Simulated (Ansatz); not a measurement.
A relaxation of the atoms of Zr₂Al₃Zn (R3m, 6 atoms in the cell) with Ansatz (a first-principles code).

Level of theory: LDA (PW92), default PAW files made with PBE (plane waves; Ansatz).

The change in words: one atom moved by 0.15 angstrom; relax: default → atoms; relax.f_tol: default → 0.02 eV/Å. Reference geometry:
```
Zr2Al3Zn
1.0
    2.63996     1.52418     4.22622
   -2.63996     1.52418     4.22622
    0.00000    -3.04836     4.22622
Zr Al Zn
2 3 1
Cartesian
  0.00000   0.00000   7.91799
  0.00000   0.00000   4.76067
 -1.31998   0.76209   2.11311
  0.00000  -1.52418   2.11311
  1.31998   0.76209   2.11311
  0.00000   0.00000   0.00000
```

Reference input (self-consistent single point, DFT, LDA (PW92), plane waves, default PAW files made with PBE): basis.ecutwfc = 420 eV; kpoints.mp_grid.grid = 8 8 8; hamiltonian.xc = lda; hamiltonian.pseudopotentials = {kind: paw} (the program's default PAW files); scf.occupations.method = gaussian; scf.occupations.width = 0.1 eV. This run's input differs from it in these lines:

```diff
@@ -6,3 +6,3 @@
   atoms:
-    - { symbol: Zr, position_ang: [-0.000000, 0.000000, 7.917988] }
+    - { symbol: Zr, position_ang: [0.000000, 0.000000, 8.067989] }
     - { symbol: Zr, position_ang: [-0.000000, -0.000000, 4.760672] }
@@ -21,2 +21,4 @@
   occupations: { method: gaussian, width: 0.1 }
+relax:
+  f_tol: 0.02
 output:
```

Log, with long lists cut:

```
   [... SCF lines of the steps left out ...]
relax step   1: F+E_penalty+E_count = -12942.94368570 eV  Δ(F+E_penalty+E_count) = +0.000e0 eV  max|allowed force component| = 1.217e0 eV/Å  Δτ_max = 0.0000 Å  (6 SCF iters, dr2 threshold 1.00e-5 eV, accepted)
relax step   2: F+E_penalty+E_count = -12943.00460744 eV  Δ(F+E_penalty+E_count) = -6.092e-2 eV  max|allowed force component| = 6.626e-1 eV/Å  Δτ_max = 0.1951 Å  (6 SCF iters, dr2 threshold 9.26e-5 eV, accepted)
relax step   3: F+E_penalty+E_count = -12943.03764785 eV  Δ(F+E_penalty+E_count) = -3.304e-2 eV  max|allowed force component| = 3.533e-2 eV/Å  Δτ_max = 0.0696 Å  (6 SCF iters, dr2 threshold 2.74e-5 eV, accepted)
relax step   4: F+E_penalty+E_count = -12943.03781049 eV  Δ(F+E_penalty+E_count) = -1.626e-4 eV  max|allowed force component| = 6.126e-4 eV/Å  Δτ_max = 0.0043 Å  (6 SCF iters, accepted)
the relaxation is at rest under the 6 symmetry operations that the run kept from its start: a minimum is not shown …
Free energy (F): -12943.037810 eV
Internal energy: -12943.023695 eV  (E = F + TS)
E sigma→0 (E₀):  -12943.030753 eV
Entropy (-TS):   -0.014115 eV (-2.353 meV/atom)
Fermi energy:    11.444483 eV
--- Forces (eV/Å), atoms counted from 1 ---
  atom   1  Zr     0.00000000     0.00000000     0.00000323
  atom   2  Zr     0.00000000    -0.00000000    -0.00061071
  atom   3  Al     0.00002014    -0.00001163     0.00026445
  atom   4  Al    -0.00000000     0.00002326     0.00026445
  atom   5  Al    -0.00002014    -0.00001163     0.00026445
   [... lines left out ...]
    - { symbol: Al, position: [0.0019694273297146403, 0.5019703731230936, 0.001969427329714668] }
    - { symbol: Al, position: [0.0019694273297146125, 0.0019694273297146125, 0.5019703731230937] }
    - { symbol: Al, position: [0.5019703731230936, 0.0019694273297146403, 0.001969427329714668] }
    - { symbol: Zn, position: [0.001971897264097123, 0.001971897264097123, 0.0019718972640971537] }
```

The run converged.  The full log also holds: “iter 5 did not close the SCF: its close was put off for the readings that it lacked (scf_convergence_deferred on its scf_iter line)”. The full log also holds: “iter 5 did not close the SCF: its close was put off for the readings that it lacked (scf_convergence_deferred on its scf_iter line)”.

Summary of the result:
```
Property                                                  Value
-----------------------------------------------  --------------
Free energy E − TS (on the zero of these files)  -12943.0378 eV
Fermi level (on the code's own zero)                   11.44 eV
Pressure                                              -3.42 GPa
Relaxation steps                                              4
```

The starting cell comes from a database of computed structures (which also holds hypothetical and non-ambient phases and stackings), without a prior relaxation at this level. Its lattice was rescaled by up to half a per cent. For this run, on top of that: one atom moved by 0.15 angstrom. The relaxation keeps the symmetry of its start, so its end need not be a minimum. Ansatz's pressure includes its estimate of the finite-basis (Pulay) stress.

Cost on one core of a shared machine: roughly 50 s.

Keys are those of Ansatz 0.2.
